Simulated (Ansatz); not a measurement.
Start from HfO$_{2}$ (space group P4_2/nmc, No. 137; a = 3.568 Å, c = 5.167 Å).

The values are results of Ansatz (an electronic-structure program) PBEsol, spin-orbit coupling left out, earlier PAW set, not measurements.

Base values:

The volume per atom comes out as 10.96 Å³ and the band gap is 4.57 eV.

Now apply this change: cell and atoms relaxed at a pressure of 100 GPa.

What happens to the volume per atom?

The volume per atom shrinks by 2.48 Å³, from 10.96 Å³ to 8.48 Å³.

Estimate the effect on the band gap.

The band gap decreases by 0.445 eV to 4.12 eV.

With Hf present, leaving out spin-orbit coupling can change the band edges. Load acts through the strain it causes; cell and atoms are relaxed under it. No phonon test of stability was made. Competing high-pressure phases were not computed. This is not the structure that HfO2 has at room temperature and ambient pressure.
